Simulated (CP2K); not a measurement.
Input and output of a self-consistent single point for SnTe (Fm-3m, 2 atoms in the cell) (CP2K).

Computed with PBE, GPW, DZVP-MOLOPT-SR-GTH basis, GTH-PBE potentials (GTH_POTENTIALS) (CP2K).

The change in words: lattice scaled by 1.015; CUTOFF: 400 Ry → 240 Ry. Reference geometry:
```xyz
2
Lattice="4.5505 0.0000 0.0000 2.2752 3.9408 0.0000 2.2752 1.3136 3.7154" Properties=species:S:1:pos:R:3 pbc="T T T"
Sn     0.0000     0.0000     0.0000
Te     4.5505     2.6272     1.8577
```

Reference input (self-consistent single point, DFT PBE, GPW, DZVP-MOLOPT-SR-GTH basis, GTH-PBE potentials (GTH_POTENTIALS)): CUTOFF = 400 Ry; REL_CUTOFF = 50 Ry; SMEAR/METHOD = FERMI_DIRAC; ELECTRONIC_TEMPERATURE = 580.23 K; KPOINTS/SCHEME = MONKHORST-PACK 6 6 6; GAMMA_CENTERED = T; XC_FUNCTIONAL = PBE; Sn/BASIS_SET = DZVP-MOLOPT-SR-GTH; Sn/POTENTIAL = GTH-PBE-q4; Te/BASIS_SET = DZVP-MOLOPT-SR-GTH; Te/POTENTIAL = GTH-PBE-q6; METHOD = GPW. This run's input differs from it in these lines:

```diff
@@ -16,3 +16,3 @@
     &MGRID
-      CUTOFF 400
+      CUTOFF 240
       REL_CUTOFF 50
@@ -63,5 +63,5 @@
     &CELL
-      A 4.55047700 0.00000000 0.00000000
-      B 2.27523800 3.94082900 0.00000000
-      C 2.27523800 1.31361000 3.71544900
+      A 4.61873400 0.00000000 0.00000000
+      B 2.30936700 3.99994100 0.00000000
+      C 2.30936700 1.33331400 3.77118000
       PERIODIC XYZ
```

The program printed (abridged):

```
 SCF WAVEFUNCTION OPTIMIZATION

  Step     Update method      Time    Convergence         Total energy    Change
     1 NoMix/Diag. 0.20E+00      -     0.26274197       -11.6753245177 -1.17E+01
     2 Broy./Diag. 0.20E+00      -     0.03912957       -11.6360942374  3.92E-02
     3 Broy./Diag. 0.20E+00      -     0.07423540       -11.6685592920 -3.25E-02
     4 Broy./Diag. 0.20E+00      -     0.00914892       -11.6986815277 -3.01E-02
     5 Broy./Diag. 0.20E+00      -     0.00407407       -11.6719034739  2.68E-02
     6 Broy./Diag. 0.20E+00      -     0.00021375       -11.6745430073 -2.64E-03
     7 Broy./Diag. 0.20E+00      -     0.00013039       -11.6734688412  1.07E-03
     8 Broy./Diag. 0.20E+00      -     0.00001494       -11.6734319042  3.69E-05
     9 Broy./Diag. 0.20E+00      -     0.00000528       -11.6734758769 -4.40E-05
    10 Broy./Diag. 0.20E+00      -     0.00000093       -11.6734784686 -2.59E-06
  *** SCF run converged in    10 steps ***

  Overlap energy of the core charge distribution:               0.00000000000332
  Self energy of the core charge distribution:                -25.12194509279122
  Core Hamiltonian energy:                                      5.09097625578345
  Hartree energy:                                              11.15019113038491
  Exchange-correlation energy:                                 -2.79265455305692
  Electronic entropic energy:                                  -0.00004620862911
  Fermi energy:                                                 0.14463770516226

  Total energy:                                               -11.67347846863381
  Total energy (extrapolated to T->0):                        -11.67345536431925

   [... lines left out ...]

 STRESS| Analytical stress tensor [bar]
 STRESS|                        x                   y                   z
 STRESS|      x       -1.47220585250E+04   3.07574185670E-01   2.17487435310E-01
 STRESS|      y        3.07574185670E-01  -1.47224421017E+04   9.38222987148E-02
 STRESS|      z        2.17487435310E-01   9.38222987148E-02  -1.47224759540E+04
 STRESS| 1/3 Trace                                            -1.47223255269E+04
```

The run converged in 10 iterations. Against the reference run the free energy goes up by 6.4 meV/atom and the pressure goes from 0.18 to -1.47 GPa.

The starting cell comes from a database of computed structures (which also holds hypothetical and non-ambient phases and stackings), without a prior relaxation at this level. Its lattice was rescaled by a random factor within 2.5 % of one. For this run, on top of that: lattice scaled by 1.015. Values carry the incompleteness of an atom-centred basis.
